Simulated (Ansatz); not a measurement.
A computed series for HfS2: response to strain

Take HfS2 in the CdI2 type structure (space group P-3m1, No. 164; layered, stacked along the Cartesian z axis) as the base.

```
HfS2
1.0
    3.60570     0.00000     0.00000
   -1.80285     3.12262     0.00000
    0.00000     0.00000     5.76762
Hf S
1 2
Cartesian
  0.00000   0.00000   0.00000
  0.00000   2.08175   1.45644
  1.80285   1.04087   4.31118
```

Cartesian axes are those of the cell as printed.

Strains are applied to the cell and any free atomic positions relax.

Method: DFT with PBE-D3(BJ), PAW potentials and a 420 eV plane-wave cutoff in Ansatz (a first-principles code), no spin-orbit coupling.

```
uniaxial strain ε_zz (%)  band gap (eV)
------------------------  -------------
-3                                 0.67
-2.5                                  ?
-2                                 0.73
-1.5                               0.76
-1                                 0.79
-0.5                               0.82
0                                  0.85
```

**Question.** Fit E_g = E₀ + Dε (ε in %) to the rows shown and predict the withheld row.

**Answer.** Least squares on the printed values gives E₀ = 0.85 eV, D = 60.0 meV per % of strain (largest residual 0.00 eV); this predicts 0.70 eV, and the run gives 0.70 eV, in agreement.

With Hf present, leaving out spin-orbit coupling can change the band edges. Whether these cells are dynamically stable was not tested.
